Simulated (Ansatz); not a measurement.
LiH in the rock salt structure (space group Fm-3m, No. 225)

```cif
data_HLi
_chemical_formula_sum 'H1 Li1'
_space_group_name_H-M_alt 'P 1'
_space_group_IT_number 1
_cell_length_a 2.83116
_cell_length_b 2.83116
_cell_length_c 2.83116
_cell_angle_alpha 60.000
_cell_angle_beta 60.000
_cell_angle_gamma 60.000
loop_
_space_group_symop_operation_xyz
  'x, y, z'
loop_
_atom_site_label
_atom_site_type_symbol
_atom_site_fract_x
_atom_site_fract_y
_atom_site_fract_z
_atom_site_occupancy
H1 H 0.00000 0.00000 0.00000 1
Li1 Li 0.50000 0.50000 0.50000 1
```

All numbers come from r2SCAN (Ansatz, a program for electronic structure, PAW, scalar-relativistic without spin-orbit coupling), earlier PAW set. k-mesh 14×14×14 (Γ-centred); smearing 0.05 eV (Fermi–Dirac).

```json
{
  "volume_per_atom": "8.02 Å³",
  "density": "0.82 g/cm³",
  "band_gap": "3.63 eV, direct at X",
  "electron_mass": "0.13 mₑ along k, 0.98 mₑ across",
  "Lowest conduction-band minima above the VBM": "X along ⟨100⟩ 3.63 eV",
  "total_energy": "-111.008 eV/atom (σ→0; compares only within this code and set-up)"
}
```

Masses are band curvatures over ±0.01 Å⁻¹ around the edge. Along k means along the line from Γ to the band edge. Whether these cells are dynamically stable was not tested.
